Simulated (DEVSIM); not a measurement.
System: abrupt Ge p-n junction, at 300 K.

| layer (left to right) | material | thickness (μm) | Nd (cm⁻³) | Na (cm⁻³) | τn (s) | τp (s) |
|---|---|---|---|---|---|---|
| 1 | Ge | 92.0 | - | 6.5e17 | 0.00047 | 0.00047 |
| 2 | Ge | 1.10 | 4.6e14 | - | 0.00047 | 0.00047 |

Left contact: ohmic. Right contact: ohmic. Voltage is applied to the left contact. Recombination: SRH at mid-gap, Auger. Mobility is μmin + (μ − μmin)/(1 + (N/Nref)^α).

The device is made up for the run: typed textbook-type constants, with dimensions and the other settings drawn at random. Values at 300 K.

```
parameter           Ge
-------------  -------
gap (eV)         0.664
affinity (eV)        4
permittivity        16
Nc (cm⁻³)      1.04e19
Nv (cm⁻³)         6e18
μn (cm²/Vs)       3900
μp (cm²/Vs)       1900
μn,min             150
μp,min             100
Nref,n          2.6e17
Nref,p            4e17
αn                0.56
αp                 0.6
Cn (cm⁶/s)       1e-31
Cp (cm⁶/s)       1e-31
```

Model (solved in DEVSIM): 1D drift-diffusion, Boltzmann statistics, complete ionisation; no tunnelling, impact ionisation, image-force lowering or self-heating.

Question: Tabulate band edges, carrier densities and field at zero bias.

Answer: Energies count from the Fermi level of the right contact; mesh points crowd at the junctions.

```csv
x (μm),Ec (eV),Ev (eV),n (cm⁻³),p (cm⁻³),field (V/cm)
0.000,0.607,-0.057,6.7e8,6.5e17,≈ 0
0.03736,0.607,-0.057,6.7e8,6.5e17,≈ 0
0.1329,0.607,-0.057,6.7e8,6.5e17,≈ 0
0.3936,0.607,-0.057,6.7e8,6.5e17,≈ 0
1.455,0.607,-0.057,6.7e8,6.5e17,≈ 0
3.757,0.607,-0.057,6.7e8,6.5e17,≈ 0
9.641,0.607,-0.057,6.7e8,6.5e17,≈ 0
34.21,0.607,-0.057,6.7e8,6.5e17,≈ 0
67.07,0.607,-0.057,6.7e8,6.5e17,≈ 0
82.26,0.607,-0.057,6.7e8,6.5e17,≈ 0
88.36,0.607,-0.057,6.7e8,6.5e17,≈ 0
90.99,0.607,-0.057,6.7e8,6.5e17,≈ 0
91.62,0.607,-0.057,6.7e8,6.5e17,≈ 0
91.87,0.607,-0.057,6.7e8,6.5e17,≈ 0
91.98,0.606,-0.058,7.0e8,6.3e17,-1600
92.01,0.557,-0.107,4.6e9,9.4e16,-24000
92.06,0.493,-0.171,5.4e10,8.1e15,-8300
92.18,0.423,-0.241,8.0e11,5.4e14,-4200
92.63,0.301,-0.363,9.3e13,4.7e12,-1600
92.92,0.269,-0.395,3.1e14,1.4e12,-690
93.04,0.262,-0.402,4.1e14,1.1e12,-550
93.10,0.259,-0.405,4.6e14,9.5e11,-530
```
